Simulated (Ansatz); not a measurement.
**SnTeO3 (space group R3c, No. 161; a hypothetical phase, not in the database extracts checked)**

```
CELL_PARAMETERS angstrom
      3.17716     1.83434     4.46703
     -3.17716     1.83434     4.46703
      0.00000    -3.66867     4.46703
ATOMIC_POSITIONS crystal
  Sn 0.53307 0.53307 0.53307
  Sn 0.03307 0.03307 0.03307
  Te 0.80671 0.80671 0.80671
  Te 0.30671 0.30671 0.30671
  O  0.41405 0.14549 0.62776
  O  0.62776 0.41405 0.14549
  O  0.14549 0.62776 0.41405
  O  0.12776 0.64549 0.91405
  O  0.64549 0.91405 0.12776
  O  0.91405 0.12776 0.64549
```

Method: Ansatz (a first-principles code) PBEsol, no SOC. Γ-centred 7×7×7 mesh, Fermi–Dirac width 0.05 eV.

| Quantity | Value |
|---|---|
| Volume per atom | 15.62 Å³ |
| Density | 6.26 g/cm³ |
| Band gap | 2.18 eV, indirect, Γ → S₂ |
| Total energy | -2906.285 eV/atom (σ→0; compares only within this code and set-up) |

Spin-orbit coupling, missing from the scalar runs, can matter with Te. Stability against distortions was not tested.
